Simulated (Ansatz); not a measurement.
Reference: SrCd₂As₂ (P-3m1), PBEsol, rigid bands (plane waves, PAW, scalar-relativistic; Ansatz, a first-principles code); geometry: cell and atoms relaxed with PBEsol.

```cif
data_As2Cd2Sr
_chemical_formula_sum 'Sr1 Cd2 As2'
_space_group_name_H-M_alt 'P 1'
_space_group_IT_number 1
_cell_length_a 4.43457
_cell_length_b 4.43457
_cell_length_c 7.33578
_cell_angle_alpha 90.000
_cell_angle_beta 90.000
_cell_angle_gamma 120.000
loop_
_space_group_symop_operation_xyz
  'x, y, z'
loop_
_atom_site_label
_atom_site_type_symbol
_atom_site_fract_x
_atom_site_fract_y
_atom_site_fract_z
_atom_site_occupancy
Sr1 Sr 0.00000 0.00000 0.00000 1
Cd1 Cd 0.33333 0.66667 0.63214 1
Cd2 Cd 0.66667 0.33333 0.36786 1
As1 As 0.66667 0.33333 0.75107 1
As2 As 0.33333 0.66667 0.24893 1
```

- band gap: 0.20 eV

### Question
Swap Sr for Ca, keeping the structure type. How do these values move?

### Answer
CaCd₂As₂ (P-3m1): volume per atom 25.0 to 23.4 Å³; band gap rises (0.20 eV to 0.28 eV).

### Question
Swap As for P, keeping the structure type. How do these values move?

### Answer
SrCd$_{2}$P$_{2}$ (P-3m1): volume per atom 25.0 to 23.1 Å³; band gap rises (0.20 eV to 0.78 eV).

Moves up to 5 % count as about the same. Spin-orbit coupling is left out.

Formula and space group known from diffraction (Crystallography Open Database), not checked to be the room-temperature form: CaCd2As2 (P-3m1). Computed structure with no diffraction record at hand here (it may be known, metastable or hypothetical): SrCd2As2 (P-3m1), SrCd2P2 (P-3m1).
